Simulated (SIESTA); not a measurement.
Band structure of GaN (F-43m, 2 atoms in the cell).

```yaml
crystal:
  lattice:
    - [0.00000, 2.27806, 2.27806]
    - [2.27806, 0.00000, 2.27806]
    - [2.27806, 2.27806, 0.00000]
  atoms:
    - { symbol: Ga, position: [0.00000, 0.00000, 0.00000] }
    - { symbol: N, position: [0.75000, 0.75000, 0.75000] }
```

Computed with GGA PBE, numerical atomic orbitals TZP, PseudoDojo PBE standard norm-conserving potentials (rewritten from UPF to PSML) in SIESTA.

Settings: XC.functional = GGA; XC.authors = PBE; potentials = PseudoDojo PBE standard; PAO.BasisSize = TZP; PAO.EnergyShift = 0.01 Ry; MeshCutoff = 400 Ry; kgrid.MonkhorstPack = 6 6 6; OccupationFunction = FD; ElectronicTemperature = 10 K; MaxSCFIterations = 150; SCF.Mixer.Method = Pulay; SCF.Mixer.Weight = 0.25; SCF.Mixer.History = 6; SCF.DM.Tolerance = 1.0E-04.

The starting cell comes from a database of computed structures (which also holds hypothetical and non-ambient phases and stackings), without a prior relaxation at this level. Its lattice was rescaled by a random factor within 2.5 % of one. Values carry the incompleteness of an atom-centred basis.

Question: Predict the gap along the standard path and the places of the band edges.

Answer: The gap along the path is 1.58 eV, direct at Γ to within 0.01 eV.

Levels in eV from the top of the valence band on the path, bands 6 to 10:
| point | 6 | 7 | 8 | 9 | 10 |
|---|---|---|---|---|---|
| Γ | -13.66 | 0.00 | 0.00 | 0.00 | 1.58 |
| X | -11.73 | -6.14 | -2.71 | -2.71 | 3.45 |
| W | -11.50 | -5.72 | -3.66 | -3.60 | 6.27 |
| K | -11.61 | -5.89 | -4.20 | -2.18 | 5.04 |
| L | -12.24 | -6.98 | -0.97 | -0.97 | 4.40 |
| U | -11.61 | -5.89 | -4.20 | -2.18 | 5.04 |

Higher empty bands are left out: an atom-centred basis made for the valence describes them poorly.
